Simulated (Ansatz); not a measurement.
Input:

End structure of the (10-10) surface of wurtzite AlN in its 1x1 cell (cut with top plane Al + N, bottom plane Al + N), outermost plane spacing 0.90 Å in the ideal cut:

```xyz
8
Lattice="3.1303 0.0000 0.0000 0.0000 5.0182 0.0000 0.0000 0.0000 20.0000" Properties=species:S:1:pos:R:3 pbc="T T T"
Al     1.5651     5.1179     8.5173
N      1.5651     1.8563     8.2401
Al     0.0000     2.4773     8.9286
N      0.0000     4.3586     9.0795
Al     0.0000     4.9864    11.0714
N      0.0000     1.8495    10.9205
Al     1.5651     2.6088    11.4827
N      1.5651     4.3653    11.7599
```

Set-up: 8 atoms, Al4N4, 3.6 Å thick at the start (thin: gaps and levels are the slab's own); mesh 8x5x1; 0.025 eV smearing; dipole correction on; all atoms relaxed; held to the start's symmetry, so lower structures may exist; no spin, no spin-orbit, no U.

What surface energy (mean of both faces) does PBE (Ansatz, a program for electronic structure) give?

1.97 J/m²
